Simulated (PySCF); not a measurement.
PySCF 2.14.0, B3LYP/def2-svp, df: La(F)2(OSiH3) ([F][La]([F])[O][SiH3]), 8 atoms. The geometry is a generated start, not checked to be a minimum at this level.

- task: energy
- method: b3lyp
- basis: def2-svp
- two-electron scheme: density fitting
- mol.max_memory: 3000 MB
- mf.max_cycle: 100
- mf.init_guess: minao (default)
- mf.DIIS: CDIIS (default)
- mf.diis_space: 8 (default)
- mf.conv_tol: 1e-09 (default)
- mf.grids.level: 3 (default)
- effective core potentials: those of the basis set, past Kr
- basis functions: 107
- grid points: 115920

```xyz
8

La     0.5258     1.5244     1.1599
F      1.9350     2.9692     1.0710
F     -0.9895     2.0707     2.3603
O      0.4095    -0.2839     0.0226
Si    -0.3241    -1.3521    -0.9504
H     -1.6259    -1.7078    -0.3543
H      0.5698    -2.5166    -1.0419
H     -0.5006    -0.7038    -2.2672
```

Charge 0 and multiplicity 1 are set for this test and not shown to be the ground state.

One run each on 2 threads, 1 BLAS thread. Values of level_shift (Hartree) tried: 0 (default), 0.1, 0.3, 1.

Which value of level_shift (Hartree) needs the fewest Fock builds, and what happens away from it?

Fewest Fock builds, within one of each other: 0 (default) with 13, 0.1 with 13. The count rises to 48 at 1. All converge to one solution.

```json
[
 {"level_shift (Hartree)": "0 (default)", "Fock builds": "13", "end": "same solution"},
 {"level_shift (Hartree)": "0.1", "Fock builds": "13", "end": "same solution"},
 {"level_shift (Hartree)": "0.3", "Fock builds": "19", "end": "same solution"},
 {"level_shift (Hartree)": "1", "Fock builds": "48", "end": "same solution"}
]
```
